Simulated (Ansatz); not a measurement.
Cubic perovskite BaHfO3

Calculation: LDA in Ansatz (plane waves, PAW).

Settings: plane-wave cutoff 520 eV, 8×8×8 k mesh, Fermi–Dirac smearing 0.01 eV, scalar-relativistic PAW data made under PBE.

Cell (relaxed at this level):

```
CELL_PARAMETERS angstrom
      4.12156     0.00000     0.00000
      0.00000     4.12156     0.00000
      0.00000     0.00000     4.12156
ATOMIC_POSITIONS crystal
  Ba 0.00000 0.00000 0.00000
  Hf 0.50000 0.50000 0.50000
  O  0.50000 0.00000 0.50000
  O  0.00000 0.50000 0.50000
  O  0.50000 0.50000 0.00000
```

```json
{
  "bulk_modulus": "183 GPa",
  "band_gap": "3.57 eV",
  "smallest_direct_gap_on_the_k_points_sampled": "3.61 eV",
  "pressure derivative B′ of the bulk modulus": "4.4"
}
```

Spin–orbit coupling is not included.

Computed values are for the static lattice.

It cost about 70 core-seconds (a rough figure) of CPU time.

Ansatz is a first-principles code.
